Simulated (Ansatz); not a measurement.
An Ansatz (a quantum-chemistry and plane-wave program) input (plane-wave PAW DFT at the LDA level (Ansatz, 420 eV), no spin-orbit coupling):

Ansatz 0.2 input:
```yaml
crystal:
  lattice:
    - [2.766164054, 0, 0]
    - [0, 2.766164054, 0]
    - [0, 0, 3.9420633701]
  atoms:
    - { symbol: Ti, position: [0, 0, 0] }
    - { symbol: Al, position: [0.5, 0.5, 0.5] }
basis: { ecutwfc: 420, ecutrho_ratio: 4, xc_grid: 2, fft_grid_basis: typed }
kpoints: { mp_grid: { grid: [21, 21, 15] } }
hamiltonian:
  xc: lda
  dispersion: none
  pseudopotentials: { kind: paw }
scf: { occupations: { method: fermi_dirac, width: 0.1 }, convergence: { dr2_threshold: 0.0000000002 } }
relax: { f_tol: 0.005, max_steps: 50 }
output: { forces: true, stress: true }
checkpoint: { write: state.ck, write_every: 1000 }
```

**Question.** Which symmetry and how many k-points will the program report, and about how many plane waves at Γ?

**Answer.** Space group P4/mmm (ITA 123) with 16 operations, k-points 528 of 6615, and 593 plane waves at Γ.

**Question.** And the final pressure?

**Answer.** 1.96 GPa (compression positive).

The cells carry an imposed strain or load. Whether these cells are dynamically stable was not tested. The final runs are not spin-polarised. The cell was made from TiAl (space group P4/mmm, No. 123) by this change: uniaxial strain ε_zz = −1.50 %.
